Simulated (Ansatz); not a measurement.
Ansatz (an electronic-structure program) run on CaSi (Cm, 4 atoms in the cell): self-consistent single point.

Level of theory: LDA (PW92), default PAW files made with PBE (plane waves; Ansatz).

```yaml
crystal:
  lattice:
    - [2.28886, -5.37240, 0.00000]
    - [2.28886, 5.37240, 0.00000]
    - [0.00000, 0.00000, 3.92493]
  atoms:
    - { symbol: Ca, position: [0.13851, 0.86149, 0.26274] }
    - { symbol: Ca, position: [0.86149, 0.13851, 0.75000] }
    - { symbol: Si, position: [0.43155, 0.56845, 0.25000] }
    - { symbol: Si, position: [0.56845, 0.43155, 0.75000] }
```

Reference input (self-consistent single point, DFT, LDA (PW92), plane waves, default PAW files made with PBE): basis.ecutwfc = 420 eV; kpoints.mp_grid.grid = 8 8 9; hamiltonian.xc = lda; hamiltonian.pseudopotentials = {kind: paw} (the program's default PAW files); scf.occupations.method = fermi_dirac; scf.occupations.width = 0.1 eV. This run's input differs from it in these lines:

Ansatz 0.2 input:
```diff
@@ -15,3 +15,3 @@
   mp_grid:
-    grid: [8, 8, 9]
+    grid: [13, 13, 15]
 hamiltonian:
@@ -22,4 +22,4 @@
   occupations:
-    method: fermi_dirac
-    width: 0.1
+    method: gaussian
+    width: 0.3
 output:
```

Output (repeated stretches shortened):

```
SCF iter   1: F=—  HF=-4764.958112 eV  |F-HF|=—  |Δ(HF+E_count)|=         —  Δρ=4.53e-3  dr2=2.36e-2  ethr=1.77e-3  ⟨swp⟩=7.5  Hψ=71943  notcnv=0
all-band conjugate gradients solve this SCF's bands
preconditioner: auto → Kerker (q_TF=auto, 2.220 Å⁻¹)
SCF iter   2: F=—  HF=-4764.955541 eV  |F-HF|=—  |Δ(HF+E_count)|=   2.57e-3  Δρ=2.76e-3  dr2=9.72e-3  ethr=8.42e-5  ⟨swp⟩=1.1  Hψ=17887  notcnv=0
SCF iter   3: F=—  HF=-4764.953578 eV  |F-HF|=—  |Δ(HF+E_count)|=   1.96e-3  Δρ=2.74e-4  dr2=6.71e-5  ethr=3.47e-5  ⟨swp⟩=2.0  Hψ=15748  notcnv=0
SCF iter   4: F=—  HF=-4764.953580 eV  |F-HF|=—  |Δ(HF+E_count)|=   2.35e-6  Δρ=1.12e-4  dr2=1.60e-5  ethr=2.39e-7  ⟨swp⟩=2.3  Hψ=17480  notcnv=0
SCF iter   5: F=—  HF=-4764.953578 eV  |F-HF|=—  |Δ(HF+E_count)|=   2.06e-6  Δρ=1.86e-5  dr2=5.21e-7  ethr=5.70e-8  ⟨swp⟩=2.8  Hψ=19963  notcnv=0
SCF iter   6: F=-4764.953578 eV  HF=-4764.953578 eV  |F-HF|=4.17e-8  |Δ(HF+E_count)|=   3.54e-8  Δρ=6.12e-6  dr2=8.80e-8  ethr=3.57e-10  ⟨swp⟩=6.2  Hψ=63873  notcnv=0
SCF 1 converged in 6 iterations: F = -4764.953578 eV  dr2 = 8.80e-8
Free energy (F): -4764.953578 eV
Internal energy: -4764.875439 eV  (E = F + TS)
E sigma→0 (E₀):  -4764.914509 eV
Entropy (-TS):   -0.078139 eV (-19.535 meV/atom)
Fermi energy:    7.205349 eV
--- Forces (eV/Å), atoms counted from 1 ---
  atom   1  Ca    -0.00000000     0.02939983    -0.15390787
  atom   2  Ca     0.00000000    -0.03236794     0.04305602
  atom   3  Si    -0.00000000     0.03338194     0.01897371
  atom   4  Si     0.00000000    -0.03041334     0.09188405
--- Stress (GPa, compression-positive) ---
       -4.590989       0.000000      -0.000000
        0.000000      -3.466109       0.127191
       -0.000000       0.127191      -4.515223
  P = ⅓ Tr σ = -4.1908 GPa (-41.908 kbar)
  The stress holds the Pulay correction. Without it, at fixed plane waves, as pw.x and ABINIT print it: P = -4.2082 GPa
```

The run converged in 6 iterations. Against the reference run the free energy goes down by 2.3 meV/atom, the pressure stays at -4.19 GPa and the largest force hardly changes (0.158 to 0.157 eV/Å).

The starting cell comes from a database of computed structures (which also holds hypothetical and non-ambient phases and stackings), without a prior relaxation at this level. Its lattice was rescaled by up to half a per cent. One atom was moved a little off its site on purpose. With a pressure of about -4 GPa the cell is away from its equilibrium volume at this level. Ansatz's pressure includes its estimate of the finite-basis (Pulay) stress.

Cost on one core of a shared machine: roughly 2 min.
